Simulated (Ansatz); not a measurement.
The starting structures come from a database of crystals and need not be the phases stable at ambient conditions.

 Where the default PAW files enter, the runs use the earlier of Ansatz's two default sets.

Tunnelling through a barrier is set by its complex band structure: the current falls as exp(−2κd) with the smallest κ.

```yaml
crystal:
  lattice:
    - [6.10514, 0.00000, 0.00000]
    - [-3.05257, 5.28721, 0.00000]
    - [3.05257, 1.76240, 4.98482]
  atoms:
    - { symbol: Ca, position: [0.00000, 0.50000, 0.50000] }
    - { symbol: Pb, position: [0.00000, 0.00000, 0.00000] }
    - { symbol: F, position: [0.47976, 0.23988, 0.76012] }
    - { symbol: F, position: [0.52024, 0.76012, 0.23988] }
    - { symbol: F, position: [0.00000, 0.23988, 0.76012] }
    - { symbol: F, position: [0.00000, 0.76012, 0.23988] }
    - { symbol: F, position: [0.00000, 0.76012, 0.76012] }
    - { symbol: F, position: [0.00000, 0.23988, 0.23988] }
```

Space group of this cell: Fm-3m. The cell is taken as given.

Transport runs along the normal of the first two printed cell vectors, the (111) plane of the conventional cell.

The gap is the functional's own, uncorrected, and κ follows it; spin-orbit coupling is left out. Mid-gap values are interpolated between the computed energies.

Problem. Give the band gap and the smallest decay constant κ at mid-gap that r2SCAN (Ansatz, a program for electronic structure) yields.

Solution. Gap 4.46 eV on a 8×8×8 mesh; κ = 0.509 1/Å, at the zone centre.
